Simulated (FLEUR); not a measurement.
Troubleshooting FLEUR: a failed run on BiP (P4_2/mmc, 4 atoms in the cell). The aim is a self-consistent single point with DFT, PBE, all-electron FLAPW (FLEUR), scalar-relativistic valence.

Cell that was meant: a = 4.1046 Å, b = 4.1046 Å, c = 7.2274 Å, α = 90.00°, β = 90.00°, γ = 90.00°.

Part of the input:

```xml
   </comment>
   <calculationSetup>
      <cutoffs Kmax="4.3" Gmax="12.9" GmaxXC="12.9" numbands="0"/>
      <scfLoop itmax="80" minDistance="0.00001" maxIterBroyd="99" imix="straight" alpha="0.9" precondParam="0.0" spinf="2.0"/>
      <coreElectrons ctail="T" frcor="F" kcrel="0" coretail_lmax="0"/>
      <xcFunctional name="pbe" relativisticCorrections="F"/>
      <magnetism jspins="1"/>
```

The program printed (abridged):

```
 Iteration:     1   Distance:       7.52404242 me/bohr^3
 Iteration:     2   Distance:      13.03293783 me/bohr^3
 Iteration:     3   Distance:      26.04848770 me/bohr^3
 Iteration:     4   Distance:      41.55916876 me/bohr^3
 Iteration:     5   Distance:      61.80602517 me/bohr^3
   [... 2 lines left out ...]
 Iteration:     8   Distance:     166.72993030 me/bohr^3
 Iteration:     9   Distance:     280.87150166 me/bohr^3
 Iteration:    10   Distance:     437.74318725 me/bohr^3
 Iteration:    11   Distance:    1141.57954211 me/bohr^3
**************FLEUR-Error*****************
Error message: differ 2: problems with solving dirac equation
Error occurred in subroutine: differ
Hint: The n=3 l=1 state of an atom with Z=15 seems to be above the reasonable energy range.
Error from PE:0/1
 Last known location:
```

Task: From the messages shown, name the fault and mend the input.

Result: The fault is unsuitable density mixing; here the program stops on it instead of giving results. To fix it, return to a moderate mixing step with a longer history. The program stopped with an error at about iteration 11.

An input that runs soundly differs in these lines (not the only fix; some lines may just follow from the change or write a value another way):
```diff
-      <scfLoop itmax="80" minDistance="0.00001" maxIterBroyd="99" imix="straight" alpha="0.9" precondParam="0.0" spinf="2.0"/>
+      <scfLoop itmax="80" minDistance="0.00001" maxIterBroyd="99" imix="Anderson" alpha="0.05" precondParam="0.0" spinf="2.0"/>
```

With that input, the run converged in 17 iterations: free energy E − TS -1193144.2623 eV; Fermi level (on the code's own zero) 5.70 eV (DFT, PBE, all-electron FLAPW (FLEUR), scalar-relativistic valence).

On the sound input: the starting cell was generated: these elements placed on a structure prototype, without a prior relaxation; it need not be a known phase or ordering of this composition. Values depend on the basis (sphere radii, cutoffs, local orbitals), which need not be converged. No gap is read from this output.
